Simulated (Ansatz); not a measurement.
This concerns the energy of the reaction as written. Reaction: 1/4 cell B + 3/8 N2 (gas) → cell A. The sign is products less reactants.

Cell A: a slab of Cu (fcc, Fm-3m) cut along (111), 6 atoms, hexagonal cell of 2.57 Å (5.7 Å²), symmetry P3m1 within 0.02 Å, 9.7 Å thick under 16 Å of vacuum, in-plane vectors held at the crystal's; planes from bottom to top: Cu × 5 | N, its two faces unlike (dipole correction applied); added, foreign or displaced atoms, above the top plane: N bound to 3 Cu at 1.91 Å; spin state with PBE: run without spin, k-point mesh 21×21×1.
```
Cu5N
1.0
    2.56607     0.00000     0.00000
    1.28304     2.22228     0.00000
    0.00000     0.00000    25.73888
Cu N
5 1
Direct
  0.66667   0.66667   0.31128
  0.00000   0.00000   0.39207
  0.33333   0.33333   0.47352
  0.66667   0.66667   0.55482
  0.00000   0.00000   0.63936
  0.33333   0.33333   0.68623
```

Cell B: a slab of Cu (fcc, Fm-3m) cut along (111), 21 atoms, hexagonal cell of 5.13 Å (22.8 Å²), symmetry P3m1 within 0.02 Å, 9.4 Å thick under 16 Å of vacuum, in-plane vectors held at the crystal's; planes from bottom to top: Cu4 × 5 | N, its two faces unlike (dipole correction applied); added, foreign or displaced atoms, above the top plane: N bound to 3 Cu at 1.83 Å; spin state with PBE: run without spin, k-point mesh 11×11×1.
```xyz
21
Lattice="5.1321 0.0000 0.0000 2.5661 4.4446 0.0000 0.0000 0.0000 25.7389" Properties=species:S:1:pos:R:3 pbc="T T T"
Cu     5.1332     1.4809     8.0430
Cu     2.5650     1.4809     8.0430
Cu     6.4152     3.7038     8.0375
Cu     3.8491     3.7050     8.0430
Cu    -0.0006    -0.0003    10.1144
Cu     2.5666    -0.0003    10.1144
Cu     1.2830     2.2229    10.1144
Cu     3.8491     2.2223    10.1182
Cu     1.2830     0.7408    12.1898
Cu     3.8491     0.7370    12.2046
Cu     2.5628     2.9649    12.2046
Cu     5.1354     2.9649    12.2046
Cu     5.1362     1.4792    14.2728
Cu     2.5621     1.4792    14.2728
Cu     6.4152     3.7038    14.3169
Cu     3.8491     3.7084    14.2728
Cu    -0.0442    -0.0255    16.4177
Cu     2.6102    -0.0255    16.4177
Cu     1.2830     2.2733    16.4177
Cu     3.8491     2.2223    16.3158
N      1.2830     0.7408    17.4107
```

Reference: an isolated N2 molecule (singlet) in a box of 11 × 11 × 13 Å.

Plane-wave PAW calculations with Ansatz (a program for electronic structure), its PAW set soft_1, cutoff 420 eV, 500 eV for r2SCAN. The structures are at rest with PBE, within the held lattices; other levels are single points on them. Neutral cells; Fermi-Dirac smearing of at most 0.10 eV in the solids, energies taken to zero width. The lattices are those relaxed with PBE, so at other levels the solids can be strained, which adds to the spread. Larger cells are relaxed from a start prepared with the learned potential CHGNet till forces fall under 0.03 eV/Å, which some starts already meet. A dispersion term (D3(BJ), or D4 for r2SCAN) was computed beside these levels and is taken off wherever the name lacks it. Nuclei at rest; no vibrational terms. No structure search was made; lower ones may exist. The d electrons get no Hubbard U. No correction for cell size. The cells' k-point meshes differ in density, so the last digit is unsettled. Cell A has symmetry P3m1 within 0.02 Å and got no random move, so less symmetric positions, which may lie lower, weren't tried. Cell B has symmetry P3m1 within 0.02 Å and got no random move, so less symmetric positions, which may lie lower, weren't tried.

### Question
What value does r2SCAN give?

### Answer
2.72 eV, for 1/4 cell B + 3/8 N2 (gas) → cell A.

### Question
What do the other levels give, and how wide is the spread?

### Answer
```tsv
Functional	value (eV)	less r2SCAN
PBE	2.73	0.01
```

The levels shown span only 0.01 eV, too little to tell them apart.
